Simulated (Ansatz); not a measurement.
Given:

```
CELL_PARAMETERS angstrom
      0.00000     2.95366     2.95366
      2.83846     0.00000     2.95366
      2.83846     2.95366     0.00000
ATOMIC_POSITIONS crystal
  P  0.75000 0.75000 0.75000
  In 0.00000 0.00000 0.00000
```

No spin polarisation.

Level of theory: r2SCAN (Ansatz, a first-principles code, PAW, scalar-relativistic without spin-orbit coupling), earlier PAW set. Γ-centred 10×10×10 mesh, Fermi–Dirac width 0.05 eV.

Question: Predict the hole mass and gap character.

Answer: 
```json
{
  "hole_mass": "0.082 mₑ along x, 0.40 mₑ across (at Γ)",
  "gap_character": "direct at Γ"
}
```

The cells carry an imposed strain or load. Masses are band curvatures over ±0.01 Å⁻¹ around the edge. Stability against distortions was not tested. The cell was made from InP in the zinc blende structure (space group F-43m, No. 216) by this change: uniaxial strain ε_xx = −3.90 %.
